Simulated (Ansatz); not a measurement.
Base system: ZnS in the wurtzite structure (space group P6_3mc, No. 186; a = 3.8451 Å, c = 6.3057 Å). Axes: x lies along a and z along c of the hexagonal cell.

It is then changed as follows: uniaxial strain ε_zz = +3.20 %, all other strain components held at zero, atoms relaxed at fixed cell.

Levels (all Ansatz, an electronic-structure program, PAW): PBE (420 eV, scalar-relativistic without spin-orbit coupling); r2SCAN (500 eV, no SOC); HSE06 (420 eV, no spin-orbit coupling); PBE+SOC (420 eV, with spin-orbit coupling).

One geometry, relaxed with PBE, under each level:

The valence-band top lists the three highest levels at Γ (Kramers pairs under SOC), from the VBM.

| level | band gap | lowest conduction level above the VBM at special points | valence-band top at Γ | electron mass | hole mass | pressure |
|---|---|---|---|---|---|---|
| PBE | 1.85 eV | Γ 1.85 eV; L 3.39 eV; A 3.45 eV; M 3.79 eV | 0.00, 0.00, -0.22 eV | 0.14 mₑ along z, 0.18 mₑ across (at Γ) | – | -2.06 GPa |
| r2SCAN | 2.39 eV | Γ 2.39 eV; L 3.80 eV; A 3.99 eV; M 4.18 eV | – | 0.16 mₑ along z, 0.20 mₑ across (at Γ) | – | -4.25 GPa |
| HSE06 | 3.04 eV | Γ 3.04 eV; L 4.53 eV; A 4.71 eV | – | – | – | – |
| PBE+SOC | 1.82 eV | Γ 1.82 eV; L 3.37 eV; A 3.43 eV; M 3.77 eV | 0.00, -0.04, -0.24 eV | 0.14 mₑ along z, 0.18 mₑ across (at Γ) | 1.8 mₑ along z, 0.30 mₑ across (at Γ) | -2.07 GPa |

Single points use the geometry relaxed with PBE. Their cutoffs differ, which shifts pressures a little. Differences between runs with and without spin-orbit coupling are approximate. Effective masses come from finite differences of ±0.01 Å⁻¹. Stability against distortions was not tested.
